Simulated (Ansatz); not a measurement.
Base system: MgO in the rock salt structure (space group Fm-3m, No. 225; a = 4.159 Å). Axes: x, y, z lie along the cube axes.

Computed with LDA (Ansatz, a program for electronic structure, PAW, spin-orbit coupling left out).

Modification: every lattice vector is stretched by 1.50 %; the atoms relax in the strained cell.

**Question.** Predict the stress tensor and what it implies for the stiffness.

**Answer.** Stress of the strained cell less that of the base (GPa, compression positive):
```
  -7.02    0.00    0.00
   0.00   -7.02    0.00
   0.00    0.00   -7.02
```

Then B = −ΔP/(ΔV/V₀) with ΔV/V₀ = 0.0457 gives secant stiffness values (nonlinear terms included at this strain): B ≈ 154 GPa.

As a check, the harmonic strain energy −½ V₀ Δσ:ε is 8.9 meV/atom; the computed energy rise is 9.4 meV/atom.

No phonon test of stability was made.
